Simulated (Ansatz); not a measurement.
1T (CdI2-type) MgI₂, treated with rVV10 in Ansatz (plane waves, PAW).

Q: Give the computed interlayer binding energy, layer repeat distance and gap between the layers.

A: 
* **interlayer binding energy**: 15.7 meV/Å²
* **layer repeat distance**: 6.816 Å
* **gap between the layers**: 3.437 Å

Spin–orbit coupling is not included.

Computing time: around 4 core-minutes (rough).

Ansatz is an electronic-structure program.
